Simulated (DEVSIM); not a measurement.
Structure: abrupt In0.53Ga0.47As p-n junction, at 250 K.

Layer 1 from the left is In0.53Ga0.47As, thickness (μm) 1.50, Na (cm⁻³) 1.9e16, τn (s) 1.5e-8, τp (s) 1.5e-8. Layer 2 from the left is In0.53Ga0.47As, thickness (μm) 3.90, Nd (cm⁻³) 3e16, τn (s) 1.5e-8, τp (s) 1.5e-8.

Left contact: ohmic. Right contact: ohmic. Voltage is applied to the left contact. Recombination: SRH at mid-gap, Auger. Mobility is constant in doping.

This is a model device: material constants are rounded textbook-type values typed into the input, and sizes, dopings and lifetimes were drawn at random. Values at 300 K; Nc and Nv go as T^1.5, mobilities as T to minus their exponent, the gap by Varshni's rule with the affinity fixed.

In0.53Ga0.47As: gap (eV) 0.74, affinity (eV) 4.51, permittivity 13.9, Nc (cm⁻³) 2.1e17, Nv (cm⁻³) 7.7e18, μn (cm²/Vs) 12000, μp (cm²/Vs) 300, T exponent of μn 1.6, T exponent of μp 1.6, Cn (cm⁶/s) 5e-29, Cp (cm⁶/s) 5e-29, Varshni α (eV/K) 0.00035, Varshni β (K) 190.

Model (solved in DEVSIM): 1D drift-diffusion, Boltzmann statistics, complete ionisation; no tunnelling, impact ionisation, image-force lowering or self-heating.

Dark forward current:

```tsv
|V| (V)	|J| (A/cm²)
0.05	7.237e-7
0.10	3.817e-6
0.15	2.220e-5
0.20	0.0001648
0.25	0.001458
0.30	0.01401
0.35	0.1390
0.40	1.393
0.45	13.93
0.50	134.4
0.55	1017
0.60	4185
```

**Question.** Work out the local ideality factor n = ΔV / (kT/q · ln(J2/J1)) between the rows 0.10 and 0.15 V, 0.35 and 0.40 V, 0.55 and 0.60 V.

**Answer.** kT/q = 21.54 mV. From 0.10 to 0.15 V: ln(2.220e-5/3.817e-6) = 1.761, n = 1.32. From 0.35 to 0.40 V: ln(1.393/0.1390) = 2.305, n = 1.01, near the 1 of diffusion or emission over a barrier. From 0.55 to 0.60 V: ln(4185/1017) = 1.415, n = 1.64.

**Question.** Estimate the current at 0.35 V from the Shockley equation with J0 = Σ q ni² D/(N L) coth(W/L), τ joining the SRH, radiative and Auger lifetimes that are on, and W taken as the whole layer.

**Answer.** ni² = 5.72e20 cm⁻⁶; electrons in the p layer: μ = 16100 cm²/Vs, D = 346 cm²/s, τ = 1.50e-8 s, L = 22.8 μm, W/L = 0.066, term 1.11e-8 A/cm²; holes in the n layer: μ = 402 cm²/Vs, D = 8.65 cm²/s, τ = 1.50e-8 s, L = 3.60 μm, W/L = 1.1, term 9.24e-11 A/cm². J0 = 1.12e-8 A/cm², and J = J0 exp(qV/kT) = 0.128 A/cm². The simulation gives 0.139 A/cm²; the estimate lies 7.9 % below. The estimate leaves out recombination in the depletion region and that region's share of W.
